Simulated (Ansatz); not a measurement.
A computed series for hypothetical P6_3/mmc SiS2: pressure series

The parent structure is SiS2 in the 2H-MoS2 type structure (space group P6_3/mmc, No. 194; a = 3.210 Å, c = 11.768 Å; a hypothetical phase, not in the database extracts checked; layered, stacked along the Cartesian z axis).

Cell and atoms are relaxed at each pressure.

Levels (all Ansatz, a program for electronic structure, PAW, earlier PAW set): PBE-D3(BJ) (420 eV, no spin-orbit coupling); PBEsol-D3(BJ) (420 eV, no spin-orbit coupling).

The base cell above is that of PBE-D3(BJ); each level relaxes its own structures.

| case | lattice parameter a, PBE-D3(BJ) | lattice parameter a, PBEsol-D3(BJ) |
|---|---|---|
| pressure −1 GPa | 6.088 bohr | ___ |
| pressure 1.8 GPa | 6.030 bohr | ___ |
| pressure 4.2 GPa | 5.989 bohr | ___ |
| pressure 9 GPa | 5.939 bohr | 5.905 bohr |
| pressure 18 GPa | 5.832 bohr | 5.788 bohr |
| pressure 30 GPa | 5.702 bohr | 5.670 bohr |
| pressure 45 GPa | 5.572 bohr | ___ |
| pressure 60 GPa | 5.448 bohr | 5.401 bohr |

Complete the table.


- pressure −1 GPa, lattice parameter a, PBEsol-D3(BJ): 6.027 bohr
- pressure 1.8 GPa, lattice parameter a, PBEsol-D3(BJ): 5.978 bohr
- pressure 4.2 GPa, lattice parameter a, PBEsol-D3(BJ): 5.966 bohr
- pressure 45 GPa, lattice parameter a, PBEsol-D3(BJ): 5.533 bohr

PBE-D3(BJ) lies above PBEsol-D3(BJ) in every row, by 0.023 bohr to 0.061 bohr. They put the cases in the same order.

Load acts through the strain it causes; cell and atoms are relaxed under it. No phonon test of stability was made. No other phases were tried under pressure. The final runs are not spin-polarised.
